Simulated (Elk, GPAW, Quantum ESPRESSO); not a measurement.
**Code comparison for TbHg (Pm-3m, 2 atoms in the cell)**

Self-consistent single point.

```xyz
2
Lattice="3.7113 0.0000 0.0000 0.0000 3.7113 0.0000 0.0000 0.0000 3.7113" Properties=species:S:1:pos:R:3 pbc="T T T"
Tb     1.8557     1.8557     1.8557
Hg     0.0000     0.0000     0.0000
```
Moments meant for the start (each program seeds them in its own way; μB, in the order of the atoms Tb Hg): 6.0 0.0.

All programs got the same cell, k-point mesh and kind of occupations, and the same starting moments (in Elk's words: spinpol = true; swidth = 0.00367493 Ha); potentials, basis and cutoffs are each program's usual ones.

```tsv
code	model	pressure (GPa)	size of the net moment (μB/atom)	cutoff
Elk	LDA (PW92), all-electron FP-LAPW, Elk's shipped species files, APW+lo basis with extra local orbitals	–	2.88	rgkmax 8
GPAW	LDA (Perdew-Wang 92), GPAW PAW datasets LDA (gpaw-data 1.0.1)	-2.80	2.90	800 eV
Quantum ESPRESSO	LDA (PZ), SSSP 1.1.2 efficiency (PBE) pseudopotentials	-4.00	2.93	60 Ry
```

A dash marks a value that a program does not give, or that is left out as unsure.

The spread over the programs that give each value: pressure within 1.20 GPa; size of the net moment within 0.05 μB/atom.

The starting cell comes from a database of computed structures (which also holds hypothetical and non-ambient phases and stackings), without a prior relaxation at this level. On Elk's run: Spin-orbit coupling is off. With one magnetic atom in the cell only a parallel order is possible. With U or open f shells several self-consistent states can exist. The f electrons are in the valence without U or exact exchange, which can misplace them near the Fermi level. Spin-orbit terms, which matter for f shells, are left out. Values depend on the basis (sphere radii, cutoffs, local orbitals), which need not be converged.

Problem. Why do the programs differ, and what cannot be compared?

Solution. Differences of this kind can come from the potentials, where these differ, and from what each basis and cutoff leave unconverged. The valence holds different numbers of electrons (GPAW 37, Quantum ESPRESSO 39). The zero of total energies and Fermi levels follows the potentials and each program's conventions, so they are not compared here. Elk treats all electrons, but the usual bases taken here (sphere radii, linearisation, local orbitals, empty states) were not tested for convergence, so the values are no reference for the others. The same LDA comes in different parametrisations, which differ slightly. Site moments depend on each program's spheres or projections; the total moment of the cell does not.

Left out of this page: Ansatz and FLEUR (with a known weakness of the program).
